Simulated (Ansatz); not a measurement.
# Effective masses and thermopower of monolayer PbI2

Here is the system:

```
CELL_PARAMETERS angstrom
      4.81011     0.00000     0.00000
     -2.40506     4.16568     0.00000
      0.00000     0.00000    19.74220
ATOMIC_POSITIONS crystal
  Pb 0.00000 0.00000 0.50000
  I  0.33333 0.66667 0.59030
  I  0.66667 0.33333 0.40970
```

The numbers are results of PBE with spin-orbit coupling, rigid bands (plane waves, PAW; Ansatz, a first-principles code), not measurements. Condition of this run: biaxial strain +3 % with spin-orbit coupling. Cell: cell and atoms relaxed with PBE, then loaded as said.

band gap: 1.70 eV
electron conductivity mass (300 K, dilute): 0.36 mₑ
hole conductivity mass (300 K, dilute): 2.6 mₑ
effective density of states N_c (300 K): 3.8e12 cm⁻²
effective density of states N_v (300 K): 2.2e14 cm⁻²
Seebeck coefficient, n-type 2.0e12 cm⁻², 300 K: -223 μV/K
Seebeck coefficient, p-type 2.0e12 cm⁻², 300 K: 552 μV/K

Rigid bands; masses and Seebeck coefficients take one relaxation time τ for all states and one kind of carrier; polarons and phonon drag are left out.
